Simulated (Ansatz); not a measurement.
NiTe (P6_3/mmc), Ansatz (an electronic-structure program) with PBEsol, DFPT electron-phonon coupling, linearised Boltzmann equation: phonon-limited resistivity 14.4 μΩ·cm at 300 K along z (a = (3.97, 0.00, 0.00) Å; b = (-1.99, 3.44, 0.00) Å; c = (0.00, 0.00, 5.17) Å), 19.0 μΩ·cm at 400 K, Drude plasma energy 6.37 eV.

### Question
What temperature coefficient of resistance follows, and how does it compare with 1/T?

### Answer
(ρ₄₀₀ − ρ₃₀₀)/(100 K × ρ₃₀₀) = 3.19×10⁻³ K⁻¹, against 1/T = 3.33×10⁻³ K⁻¹ for a resistivity proportional to T. Impurities would add a constant and lower it.

### Question
Estimate the electronic thermal conductivity at 300 K by the Wiedemann-Franz law (L₀ = 2.44×10⁻⁸ W·Ω/K²).

### Answer
L₀T/ρ = 2.44×10⁻⁸ × 300/(14.4×10⁻⁸) = 50.8 W/(m·K). Inelastic scattering puts the true Lorenz number somewhat under L₀ near and below the Debye temperature.

### Question
What Drude relaxation time do resistivity and plasma energy imply?

### Answer
ω_p = 9.68e15 s⁻¹, so τ = 1/(ε₀ ω_p² ρ) = 8.37 fs, a damping ħ/τ of 78.6 meV.

A metal at this level (no band gap). Only scattering by harmonic phonons is included (no impurities, grain boundaries, electron-electron scattering or thermal expansion). Spin-orbit coupling is left out. The run warned that the eigensolver left some states short of its tolerance. Halving the electron mesh (24x24x16) moves the resistivity by up to 8 % at 300 K. Smearing 0.20 eV; phonons on a 4x4x3 q mesh, which this run doesn't test.

Computed structure with no diffraction record at hand here (it may be known, metastable or hypothetical): NiTe (P6_3/mmc). Treated as nonmagnetic (a ferromagnetic start lost its moment, other orders weren't tried): NiTe (P6_3/mmc).
